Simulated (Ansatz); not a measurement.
Take GaN in the zinc blende structure (space group F-43m, No. 216; a = 4.4982 Å) as the base.

One thing is altered: a hydrostatic pressure of 0.3 GPa.

Levels (all Ansatz, a first-principles code, PAW, earlier PAW set): r2SCAN (500 eV, scalar-relativistic without spin-orbit coupling); HSE06 (420 eV, no spin-orbit coupling); HSE06+SOC (420 eV, with spin-orbit coupling).

One geometry, relaxed with r2SCAN, under each level:

The valence-band top lists the three highest levels at Γ (Kramers pairs under SOC), from the VBM.

```json
[
 {"level": "r2SCAN", "band gap": "2.18 eV", "lowest conduction level above the VBM at special points": "Γ 2.18 eV; X 3.77 eV; L 5.24 eV", "valence-band top at Γ": "0.00, 0.00, 0.00 eV"},
 {"level": "HSE06", "band gap": "3.01 eV", "lowest conduction level above the VBM at special points": "Γ 3.01 eV; X 4.45 eV; L 6.13 eV", "valence-band top at Γ": "–"},
 {"level": "HSE06+SOC", "band gap": "3.00 eV", "lowest conduction level above the VBM at special points": "Γ 3.00 eV; X 4.45 eV; L 6.12 eV", "valence-band top at Γ": "0.00, 0.00, -0.02 eV"}
]
```

Single points use the geometry relaxed with r2SCAN. Their cutoffs differ, which shifts pressures a little. Differences between runs with and without spin-orbit coupling are approximate. Load acts through the strain it causes; cell and atoms are relaxed under it. Whether these cells are dynamically stable was not tested. This is not the structure that GaN has at room temperature and ambient pressure.
